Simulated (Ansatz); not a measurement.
Defect: Mo-vacancy pair (Mo on one host Cu site, one Cu site vacant) in fcc Cu, neutral cell. Computed with PBE, PAW (plane waves to 420 eV; Ansatz, an electronic-structure program).

Cell of 32 host sites held at the relaxed PBE lattice; a 2×2×2 k-point mesh shifted by half a step; Fermi-Dirac width 0.10 eV, spin-restricted; finite-size errors left in. Energies are static. Forms of the defect that were not tried may lie lower.

Barriers: single points on a 4×4×4 k-point mesh shifted by half a step at the bands' geometries (they differ from the bands' own by up to 0.12 eV, and are uncertain by about as much).

The step: one Cu atom jumps into the vacancy from a nearby Cu site (Mo-vacancy distance between ideal sites 2.57 → 3.63 Å). Atoms about the jump, Cartesian Å from the middle of the jump, before and after:

```csv
atom,x0,y0,z0,x1,y1,z1
Cu1,0.00,0.86,-0.89,0.00,-0.86,0.89
Cu2,1.79,0.89,0.90,1.81,0.91,0.88
Cu3,-1.80,0.89,0.89,-1.81,0.91,0.88
Cu4,1.85,-0.88,-0.91,1.81,-0.87,-0.93
Cu5,-1.85,-0.88,-0.91,-1.81,-0.86,-0.92
Mo6,0.00,-2.65,-0.85,0.00,-2.72,-0.92
Cu7,0.00,0.89,2.69,0.00,0.91,2.71
Cu8,0.00,2.72,0.92,0.00,2.68,0.89
Cu9,0.00,-0.88,-2.75,0.00,-0.87,-2.74
```

Q: Give the saddle-point geometry and the barrier.

A: 
| atom | x | y | z |
|---|---|---|---|
| Cu1 | 0.00 | -0.01 | -0.02 |
| Cu2 | 1.96 | 0.94 | 0.92 |
| Cu3 | -1.95 | 0.94 | 0.92 |
| Cu4 | 1.97 | -0.93 | -0.98 |
| Cu5 | -1.97 | -0.93 | -0.98 |
| Mo6 | 0.00 | -2.64 | -0.85 |
| Cu7 | 0.00 | 0.86 | 2.61 |
| Cu8 | 0.00 | 2.64 | 0.85 |
| Cu9 | 0.00 | -0.86 | -2.70 |
It lies 0.65 eV above the start and 0.66 eV above the end. The saddle point's order was not checked, and it lies on a symmetry element of the cell, where a band can be held.
